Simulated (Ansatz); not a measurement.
**A computed series for AlRu: element substitutions**

Take AlRu in the CsCl type structure (space group Pm-3m, No. 221; a = 2.976 Å) as the base.

Each row replaces one element on all its sites; cell and atoms are relaxed.

Levels (all Ansatz, a program for electronic structure, PAW): PBEsol (420 eV, no spin-orbit coupling); r2SCAN (500 eV, no spin-orbit coupling).

Pressures by level, all at the geometries relaxed with PBEsol:

| case | PBEsol | r2SCAN |
|---|---|---|
| base | 0.0 GPa | 1.4 GPa |
| Al → Re | 0.0 GPa | ___ |
| Ru → Ni | 0.0 GPa | 0.2 GPa |

What belongs in the blanks?


- Al → Re, r2SCAN: 3.9 GPa

Single points use the geometry relaxed with PBEsol. Their cutoffs differ, which shifts pressures a little. No phonon test of stability was made. As relaxed here, ReRu is a hypothetical phase, not in the database extracts checked. Seeded moments were not kept for Ru → Ni. The final runs are not spin-polarised. An odd electron count without spin: ReRu, AlRu and AlNi. ReRu has a high density of states at the Fermi level and may be magnetic at this level.
